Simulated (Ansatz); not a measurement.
Start from BN in the zinc blende structure (space group F-43m, No. 216; a = 3.6097 Å). Axes: x, y, z lie along the cube axes.

Perturbation: the cell is stretched by 1.50 % along z with no lateral relaxation, atoms relaxed at fixed cell.

The values are results of Ansatz (a program for electronic structure) r2SCAN, no SOC, not measurements.

### Question
Give the band edges at the high-symmetry points of the new zone, measured from its valence-band maximum.

### Answer
```csv
point,valence edge (eV),conduction edge (eV)
Γ,0.00,9.43
X,-5.15,4.85
P,-6.64,10.08
N,-1.92,10.49
M,-4.95,5.11
S,-4.05,7.72
S₀,-4.05,7.72
R,-6.65,10.28
G,-6.65,10.28
```

The gap is 4.85 eV, indirect, Γ → X.

The cells carry an imposed strain or load. Whether these cells are dynamically stable was not tested. k-point labels follow each cell's own Brillouin zone.
